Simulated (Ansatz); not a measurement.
Consider GaAs in the zinc blende structure (space group F-43m, No. 216; a = 5.6028 Å). Axes: x, y, z lie along the cube axes.

One thing is altered: the cell is compressed by 1.50 % along z with no lateral relaxation; the atoms relax in the strained cell.

Method: LDA (Ansatz, a quantum-chemistry and plane-wave program), without spin-orbit coupling.

Problem. Give the band edges at the high-symmetry points of the new zone, measured from its valence-band maximum.

Solution. 
```
point  valence edge (eV)  conduction edge (eV)
-----  -----------------  --------------------
Γ                   0.00                  0.54
X                  -2.85                  1.25
P                  -3.63                  4.70
N                  -1.20                  0.91
M                  -2.96                  1.15
S                  -2.55                  1.66
S₀                 -2.55                  1.66
R                  -3.62                  4.48
G                  -3.62                  4.48
```

The gap is 0.54 eV, direct at Γ.

Stability against distortions was not tested. k-point labels follow each cell's own Brillouin zone.
